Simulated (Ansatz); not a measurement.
## GaSe: pressure series

Base system: GaSe in the beta-GaS type structure (space group P6_3/mmc, No. 194; a = 3.7049 Å, c = 15.5079 Å; layered, stacked along the Cartesian z axis).

Cell and atoms are relaxed at each pressure.

Level of theory: PBEsol-D3(BJ)/PAW in Ansatz (a quantum-chemistry and plane-wave program), no SOC, earlier PAW set.

Base values:

```
Property   Result
--------  -------
Band gap  0.82 eV
```

Question: The aim is a band gap between 0.52 eV and 0.56 eV. Which of these changes reaches it?
(A) pressure 9 GPa
(B) pressure 4.2 GPa
(C) pressure 1.8 GPa

Answer: B, pressure 4.2 GPa. It gives 0.55 eV; pressure 1.8 GPa gives 0.70 eV; pressure 9 GPa gives 0.21 eV. Changes not listed may reach it too

Load acts through the strain it causes; cell and atoms are relaxed under it. Whether these cells are dynamically stable was not tested. Competing high-pressure phases were not computed. The zero or small gap of GaSe under pressure 9 GPa can change with the level of theory.
